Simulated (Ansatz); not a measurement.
The starting structures come from a database of crystals and need not be the phases stable at ambient conditions.

By PBEsol, the system below comes out a metal.

A figure of merit of an interconnect metal is its ballistic conductance per area.

Here is the system:

```xyz
2
Lattice="3.7350 0.0000 0.0000 0.0000 3.7350 0.0000 0.0000 0.0000 3.7350" Properties=species:S:1:pos:R:3 pbc="T T T"
Sn     1.8675     1.8675     1.8675
Sb     0.0000     0.0000     0.0000
```

Space group of this cell: Pm-3m, CsCl type. The cell was relaxed by PBE-D3(BJ).

The current flows along the normal of the first two printed cell vectors, the (001) plane of the conventional cell. No spin-orbit coupling; the value is a mean over 0.1 eV about the Fermi level.

**Question.** Give the ballistic conductance per area that Ansatz (a quantum-chemistry and plane-wave program) with PBEsol yields.

**Answer.** 1.3 × 10¹⁵ S/m² for both spins.
